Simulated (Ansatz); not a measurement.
The structure below was relaxed with PBEsol-D3(BJ)/PAW in Ansatz (an electronic-structure program), without spin-orbit coupling, earlier PAW set.

Space group P6₃/mmc (No. 194); a = b = 3.4021 Å, c = 13.7953 Å, α = β = 90.00°, γ = 120.00°

```
atom  site  symmetry       x       y       z
----  ----  --------  ------  ------  ------
Ru      4f       3m.  0.6667  0.3333  0.1611
S       4f       3m.  0.3333  0.6667  0.0932
```

Problem. Write out a cell with all atoms.

Solution. 
```
RuS
1.0
    3.40208     0.00000     0.00000
   -1.70104     2.94629     0.00000
    0.00000     0.00000    13.79529
Ru S
4 4
Direct
  0.33333   0.66667   0.66115
  0.66667   0.33333   0.16115
  0.66667   0.33333   0.33885
  0.33333   0.66667   0.83885
  0.33333   0.66667   0.09316
  0.66667   0.33333   0.59316
  0.66667   0.33333   0.90684
  0.33333   0.66667   0.40684
```
This is the conventional cell.

Whether these cells are dynamically stable was not tested. All final runs are without spin polarisation. The cell was made from GaS by this change: Ga → Ru; the result is a hypothetical phase, not in the database extracts checked.
